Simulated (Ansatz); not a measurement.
Response to strain in MoIr

Consider MoIr (space group Pmma, No. 51; relaxed with 0.1 eV smearing).

```xyz
4
Lattice="4.4116 0.0000 0.0000 0.0000 2.7466 0.0000 0.0000 0.0000 4.7953" Properties=species:S:1:pos:R:3 pbc="T T T"
Mo     1.1029     0.0000     3.9768
Mo     3.3087     0.0000     0.8185
Ir     1.1029     1.3733     1.5590
Ir     3.3087     1.3733     3.2363
```

Cartesian axes are those of the cell as printed.

Strains are applied to the cell and any free atomic positions relax; under biaxial strain the out-of-plane vector relaxes too.

Method: PBEsol in Ansatz (plane waves to 420 eV, PAW, no SOC).

Notes on the quantities. pressure: mean of the normal stresses, compression positive.

```csv
variant,volume per atom,pressure
base,14.53 Å³,0.0 GPa
"biaxial strain −4.94 %, plane normal [001], relaxed out of plane",13.65 Å³,27.8 GPa
isotropic strain +1.25 %,15.08 Å³,-11.6 GPa
tensor shear ε_xy = −1.15 %,14.52 Å³,0.2 GPa
```

Whether these cells are dynamically stable was not tested. The final runs are not spin-polarised.

Ansatz is a quantum-chemistry and plane-wave program.
